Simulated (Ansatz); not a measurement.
The parent structure is Cu in the fcc (Cu type) structure (space group Fm-3m, No. 225; a = 3.5634 Å; relaxed with 0.1 eV smearing). Axes: x, y, z lie along the cube axes.

Calculations: PBEsol (Ansatz, an electronic-structure program), without spin-orbit coupling, earlier PAW set.

For the base:

| Quantity | Result |
|---|---|
| Shortest interatomic distance | 2.520 Å |

It is then changed as follows: tensor shear ε_xy = −1.65 % (engineering shear γ = -0.0330); the atoms relax in the strained cell.

### Question
Predict the new energy relative to the base, stress and shortest interatomic distance.

### Answer
The energy goes up by 3.6 meV/atom; the stress (xx, yy, zz, yz, xz, xy; compression positive) comes out as (0.3, 0.3, -0.1, 0.0, 0.0, 3.1) GPa; the shortest interatomic distance falls by 0.042 Å (2.520 Å → 2.478 Å).

No phonon test of stability was made. All final runs are without spin polarisation.
